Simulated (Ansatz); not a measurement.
Stishovite (SiO2), treated with r²SCAN in Ansatz (plane waves, PAW).

A relaxed, unreconstructed slab of the (110) face has 36 atoms, two equal faces of 15.796 Å² each and an energy of -21353.2497 eV. A bulk cell of 12 atoms with the same orientation and in-plane k mesh has -7118.6741 eV. Energies are extrapolated to zero smearing.

Settings: plane-wave cutoff 500 eV, 10×6×1 k mesh (along the axes of the cell as run), gaussian smearing 0.02 eV, scalar-relativistic PAW data made under PBE.

Worked out: γ = (E_slab − N E_bulk per atom)/2A = [-21353.2497 − 36 × (-7118.6741/12)]/(2 × 15.796) = 0.0878 eV/Å². With 16.022 J/m² per eV/Å² this is 1.41 J/m², or 1.39 eV per surface cell and face.

Ansatz is a quantum-chemistry and plane-wave program.
